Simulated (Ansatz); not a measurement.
# What uniaxial strain ε_zz = −3.00 % does to MgTe

Base system: MgTe in the wurtzite structure (space group P6_3mc, No. 186; a = 4.561 Å, c = 7.412 Å). Axes: x lies along a and z along c of the hexagonal cell.

Perturbation: uniaxial strain ε_zz = −3.00 %, all other strain components held at zero, atoms relaxed at fixed cell.

The values are results of Ansatz (an electronic-structure program), PBEsol, PAW, cutoff 420 eV, no spin-orbit coupling, not measurements. k-mesh 8×8×5 (Γ-centred); smearing 0.05 eV (Fermi–Dirac).

- Volume per atom = 32.39 Å³ (base 33.39 Å³)
- Space group = P6_3mc (No. 186) (base P6_3mc (No. 186))
- Shortest interatomic distance = 2.760 Å (base 2.787 Å)
- Energy relative to the base (free energy F) = +5.2 meV/atom
- Pressure (mean of the normal stresses, compression positive) = 11.3 kbar (base -0.1 kbar)
- Band gap = 2.40 eV (base 2.39 eV)
- Gap character = direct at Γ (base direct at Γ)
- Electron mass = 0.16 mₑ along z, 0.17 mₑ across (at Γ) (base 0.15 mₑ along c, 0.17 mₑ across (at Γ))
- Hole mass = 0.15 mₑ along z, 1.7 mₑ across (at Γ)
- Valence-band top at Γ (three highest levels, from the VBM) = 0.00, -0.21, -0.21 eV (base 0.00, -0.02, -0.02 eV)
- Largest internal atomic displacement = 0.025 Å
- Stress (xx, yy, zz, yz, xz, xy; compression positive) = (0.86, 0.86, 1.68, 0.00, 0.00, 0.00) GPa

Spin-orbit coupling, missing from the scalar runs, can matter with Te. Effective masses come from finite differences of ±0.01 Å⁻¹. Whether these cells are dynamically stable was not tested.
